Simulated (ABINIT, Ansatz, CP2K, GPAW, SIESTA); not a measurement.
**One structure in several programs: Se (P3_121, 3 atoms in the cell)**

Band-structure calculation.

```
CELL_PARAMETERS angstrom
      4.54716     0.00000     0.00000
     -2.27358     3.93796     0.00000
      0.00000     0.00000     5.02560
ATOMIC_POSITIONS crystal
  Se 0.21789 0.00000 0.33333
  Se 0.00000 0.21789 0.66667
  Se 0.78211 0.78211 0.00000
```

Shared settings, as Ansatz (a first-principles code) writes them: kpoints.mp_grid.grid = 7 7 6; scf.occupations.method = fixed. Potentials and cutoffs stand in the table.

```
code                                                                                                                      model  gap along the path (eV)  smallest direct gap (eV)       cutoff
------  -----------------------------------------------------------------------------------------------------------------------  -----------------------  ------------------------  -----------
GPAW                                                                               PBE, GPAW PAW datasets PBE (gpaw-data 1.0.1)                     1.06                      1.30       600 eV
Ansatz                                                                                                           PBE, PAW files                     1.08                      1.27      default
CP2K                                                    PBE, GPW, DZVP-MOLOPT-SR-GTH basis, GTH-PBE potentials (GTH_POTENTIALS)                     1.06                      1.25  grid 400 Ry
SIESTA  GGA PBE, numerical atomic orbitals DZP, PseudoDojo PBE standard norm-conserving potentials (rewritten from UPF to PSML)                     0.94                      1.12  grid 400 Ry
ABINIT                                                                                              PBE, PAW (JTH v2.0 PBE PAW)                     1.08                      1.29       544 eV
```

The spread over the programs that give each value: gap along the path within 0.14 eV; smallest direct gap within 0.18 eV.

CP2K and SIESTA use small atom-centred bases, whose incompleteness enters pressures, forces and empty levels differently from a plane-wave cutoff.

The starting cell comes from a database of computed structures (which also holds hypothetical and non-ambient phases and stackings), without a prior relaxation at this level. Its lattice was rescaled by a random factor within 2.5 % of one.

Left out of this page: Quantum ESPRESSO and FLEUR (not drawn, or without a comparable value).

Keys are those of Ansatz 0.2.
